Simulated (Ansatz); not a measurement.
# A computed series for ZrCu5: response to strain

The parent structure is ZrCu₅ (space group F-43m, No. 216; a = 6.789 Å). Axes: x, y, z lie along the cube axes.

Strains are applied to the cell and any free atomic positions relax; under stress the whole cell relaxes.

All numbers come from Ansatz (a first-principles code), PBEsol, PAW, cutoff 420 eV, no spin-orbit coupling.

Notes on the quantities. energy relative to the base: free energy F.

```tsv
case	pressure	volume per atom	energy relative to the base
base	0.0 GPa	13.04 Å³	0 meV/atom
isotropic strain −3.06 %	18.5 GPa	11.88 Å³	+61 meV/atom
isotropic strain −0.81 %	4.1 GPa	12.72 Å³	+3.9 meV/atom
uniaxial strain ε_xx = −2.77 %	4.9 GPa	12.67 Å³	+7.8 meV/atom
uniaxial stress, 5 GPa tension along z	–	13.19 Å³	+6.9 meV/atom
```

Without a gap, meshes like the base's 12×12×12 leave anisotropic stresses uncertain by several tenths of a GPa, and small strain energies with them. Beyond what the load breaks, stability against distortions was not tested. All final runs are without spin polarisation.
